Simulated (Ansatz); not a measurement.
Base system: CaO in the rock salt structure (space group Fm-3m, No. 225; a = 4.767 Å).

It is then changed as follows: every lattice vector is shortened by 0.16 %; the atoms relax in the strained cell.

Levels (all Ansatz, a first-principles code, PAW): PBEsol (420 eV, scalar-relativistic without spin-orbit coupling); r2SCAN (500 eV, spin-orbit coupling left out); HSE06 (420 eV, without spin-orbit coupling).

At the geometry relaxed with PBEsol, these levels gave the following band gaps, in shuffled order: (a) 3.54 eV, (b) 5.31 eV, (c) 4.19 eV.

Task: Match each gap to its level.

Result: (a) PBEsol; (b) HSE06; (c) r2SCAN.

Single points use the geometry relaxed with PBEsol. HSE06 was sampled on its mesh, a few special points and the semilocal edge points, so its gap is an upper bound. Stability against distortions was not tested. The base started in Cmce and relaxed to Fm-3m at this level.
